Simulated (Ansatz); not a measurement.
The reference is InSe in the beta-GaS type structure (space group P6_3/mmc, No. 194; layered, stacked along the Cartesian z axis).

```xyz
8
Lattice="4.0162 0.0000 0.0000 -2.0081 3.4782 0.0000 0.0000 0.0000 16.9265" Properties=species:S:1:pos:R:3 pbc="T T T"
In     0.0000     2.3188    11.3018
In     2.0081     1.1594     2.8386
In     2.0081     1.1594     5.6247
In     0.0000     2.3188    14.0879
Se     0.0000     2.3188     1.5695
Se     2.0081     1.1594    10.0327
Se     2.0081     1.1594    15.3570
Se     0.0000     2.3188     6.8938
```

Calculations: r2SCAN+rVV10 in Ansatz (plane waves to 500 eV, PAW, without spin-orbit coupling), earlier PAW set.

One change was made to it. Results:

| quantity | base | after |
|---|---|---|
| band gap | 0.85 eV | 0.87 eV |
| volume per atom | 29.56 Å³ | 28.70 Å³ |

Question: Which of these changes matches the shifts?
A) pressure 0.9 GPa
B) pressure 30 GPa
C) pressure 2.1 GPa
D) pressure 4.5 GPa
E) pressure −1 GPa

Answer: A, pressure 0.9 GPa. For comparison, the band gap in the other runs: pressure −1 GPa gives 0.96 eV; pressure 30 GPa gives zero; pressure 2.1 GPa gives 0.94 eV; pressure 4.5 GPa gives 1.12 eV.

A case with no gap was solved on a k-mesh chosen for an insulator, which is coarse for it. Load acts through the strain it causes; cell and atoms are relaxed under it. Whether these cells are dynamically stable was not tested. Competing high-pressure phases were not computed. The final runs are not spin-polarised. The zero or small gap of InSe under pressure 30 GPa can change with the level of theory.

Ansatz is a first-principles code.
